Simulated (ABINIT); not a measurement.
Worked example: self-consistent single point of SnAu (P6_3/mmc, 4 atoms in the cell) in ABINIT.

Method of the run: LDA (PW92), norm-conserving pseudopotentials (PseudoDojo nc-sr-04 LDA standard) (plane waves; ABINIT).

The change in words: lattice scaled by 0.98. Reference geometry:
```xyz
4
Lattice="4.3562 0.0000 0.0000 -2.1781 3.7726 0.0000 0.0000 0.0000 5.5878" Properties=species:S:1:pos:R:3 pbc="T T T"
Sn     2.1781     1.2575     4.1909
Sn     0.0000     2.5151     1.3970
Au     0.0000     0.0000     2.7939
Au     0.0000     0.0000     0.0000
```

Reference input (self-consistent single point, DFT, LDA (PW92), plane waves, norm-conserving pseudopotentials (PseudoDojo nc-sr-04 LDA standard)): pseudos = [Sn.upf, Au.upf]; ecut = 1034 eV; occopt = 3; tsmear = 0.00367493 Ha; ngkpt = 9 9 6; nshiftk = 1; shiftk = 0 0 0; potentials = PseudoDojo nc-sr-04 LDA standard; nband = 42; kptopt = 1; nstep = 80; toldfe = 1e-09 Ha. This run's input differs from it in these lines:

```diff
@@ -5,5 +5,5 @@
 rprim
-         8.2320879130   -0.0000006135    0.0000000000
-        -4.1160434252    7.1291975656    0.0000000000
-         0.0000000000    0.0000000000   10.5595004563
+         8.0674460298   -0.0000002584    0.0000000000
+        -4.0337227912    6.9866133347    0.0000000000
+         0.0000000000    0.0000000000   10.3483103338
 natom 4
@@ -13,5 +13,5 @@
 xcart
-         2.1781167546    1.2575360781    4.1908852500
-         0.0000001874    2.5150724809    1.3969617500
-         0.0000000000    0.0000000000    2.7939235000
+         2.1345543341    1.2323854282    4.1070675000
+         0.0000000789    2.4647709932    1.3690225000
+         0.0000000000    0.0000000000    2.7380450000
          0.0000000000    0.0000000000    0.0000000000
```

Output, abridged:

```
--- !BeginCycle
solver: {iscf: 7, nstep: 80, nline: 4, wfoptalg: 0, }
tolerances: {toldfe: 1.00E-09, }
...

     iter   Etot(hartree)      deltaE(h)  residm     vres2
 ETOT  1  -451.88031309639    -4.519E+02 1.687E-01 8.040E+02
 ETOT  2  -452.13493374407    -2.546E-01 1.924E-02 1.040E+03
 ETOT  3  -452.29566903468    -1.607E-01 4.668E-03 1.154E+01
 ETOT  4  -452.29691971773    -1.251E-03 2.660E-03 1.182E+00
 ETOT  5  -452.29707521602    -1.555E-04 1.285E-03 9.796E-03
 ETOT  6  -452.29707631205    -1.096E-06 1.236E-03 2.377E-03
 ETOT  7  -452.29707658988    -2.778E-07 1.041E-03 8.340E-06
 ETOT  8  -452.29707659041    -5.289E-10 7.392E-04 2.428E-06
 ETOT  9  -452.29707659067    -2.593E-10 6.515E-04 8.658E-08
 At SCF step    9, etot is converged :
  for the second time, diff in etot=  2.593E-10 < toldfe=  1.000E-09

 Cartesian components of stress tensor (hartree/bohr^3)
  sigma(1 1)= -5.52242445E-05  sigma(3 2)=  0.00000000E+00
  sigma(2 2)= -5.52242448E-05  sigma(3 1)=  0.00000000E+00
  sigma(3 3)= -5.11773752E-05  sigma(2 1)=  2.90426889E-13

 ----iterations are completed or convergence reached----

 reduced coordinates (array xred) for    4 atoms
       0.666666668859      0.333333335522      0.750000002186
       0.333333335526      0.666666668856      0.250000002186
       0.000000002192      0.000000002189      0.500000002186
       0.000000002192      0.000000002189      0.000000002186
 cartesian forces (eV/Angstrom) at end:
    1     -0.00000000000000     0.00000000000000    -0.00000000000000
   [... lines left out ...]
 Fermi (or HOMO) energy (eV) =   9.06896   Average Vxc (eV)= -12.10862
   [... lines left out ...]
total_energy        : -4.52297076590672E+02
total_energy_eV     : -1.23076293698646E+04
band_energy         : -4.07237166646878E+01
...

-Cartesian components of stress tensor (GPa)         [Pressure=  1.5851E+00 GPa]
- sigma(1 1)= -1.62475309E+00  sigma(3 2)=  0.00000000E+00
- sigma(2 2)= -1.62475310E+00  sigma(3 1)=  0.00000000E+00
- sigma(3 3)= -1.50569011E+00  sigma(2 1)=  8.54465264E-09

 Calculation completed.
```

The run converged in 9 iterations. Against the reference run the free energy goes down by 11.6 meV/atom and the pressure goes from -3.99 to 1.59 GPa.

The starting cell comes from a database of computed structures (which also holds hypothetical and non-ambient phases and stackings), without a prior relaxation at this level. Its lattice was rescaled by a random factor within 2.5 % of one. For this run, on top of that: lattice scaled by 0.98.

Cost on one core of a shared machine: roughly 8 min.
